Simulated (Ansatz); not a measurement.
**MoGe (model structure, started from the FeSi type, P2₁3, No. 198, 8 atoms in the cell): properties by level of theory**

```json
[
 {"level (code)": "PBE (Ansatz)", "lattice parameter a (Å)": "4.998", "formation enthalpy (eV/atom)": "-0.105"},
 {"level (code)": "PBEsol (Ansatz)", "lattice parameter a (Å)": "4.943", "formation enthalpy (eV/atom)": "-0.179"},
 {"level (code)": "PBE-D3(BJ) (Ansatz)", "lattice parameter a (Å)": "4.945", "formation enthalpy (eV/atom)": "-0.175"}
]
```

Ansatz's density-functional and Hartree–Fock values are scalar-relativistic unless marked +SOC, with PAW data made under PBE.

Static lattice: no zero-point or thermal effects.

A model structure was made by putting elements into a prototype or built by hand; it is no filed structure, need not be a known phase, and can be a saddle point held by its symmetry.

Ansatz is an electronic-structure program.
